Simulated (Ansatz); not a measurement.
```xyz
4
Lattice="0.0000 2.7505 2.7505 2.7505 0.0000 2.7505 2.7505 2.7505 0.0000" Properties=species:S:1:pos:R:3 pbc="T T T"
La     0.0000     0.0000     0.0000
H      2.7505     2.7505     2.7505
H      4.1257     4.1257     4.1257
H      1.3752     1.3752     1.3752
```

Q: The LDA or GGA of the relaxation leaves this crystal with little or no gap. Does r2SCAN (Ansatz, an electronic-structure program) open one on the same cell?

A: Yes, about 0.08 eV on the k mesh, so it isn't safe to treat it as a metal; spin-orbit coupling, left out here, can close a gap of this size with elements this heavy.

Spin-orbit coupling is left out.

Computed structure with no diffraction record at hand here (it may be known, metastable or hypothetical): LaH3 (Fm-3m).
